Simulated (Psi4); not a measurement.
Psi4 1.11, B3LYP/def2-svp: Zn(Br)2 ([Br][Zn][Br]), 3 atoms. The geometry is a generated start, not checked to be a minimum at this level.

```yaml
task: energy
method: b3lyp
basis: def2-svp
memory: 3 GB
maxiter: 100
keys_of_the_molecule_block: symmetry c1
scf_type: df (default)
guess: auto, which took SAD (default)
scf_initial_accelerator: adiis (default)
e_convergence: 1e-06 (default)
d_convergence: 1e-06 (default)
dft_radial_points: 75 (default)
dft_spherical_points: 302 (default)
basis_functions: 95
grid_points: 64423
```

```xyz
3

Zn     0.0411     0.0029    -0.0036
Br    -0.2136     1.7819    -1.4035
Br     0.1725    -1.7848     1.4071
```

Charge 0 and multiplicity 1 are set for this test and not shown to be the ground state.

One run each on 2 threads. Values of diis_max_vecs tried: 3, 6, 10 (default), 20.

**Question.** Which value of diis_max_vecs needs the fewest SCF iterations, and what happens away from it?

**Answer.** Fewest SCF iterations, within one of each other: 6 with 11, 10 (default) with 11, 20 with 11. The count rises to 17 at 3. All converge to one solution.

```csv
diis_max_vecs,SCF iterations,end
3,17,same solution
6,11,same solution
10 (default),11,same solution
20,11,same solution
```
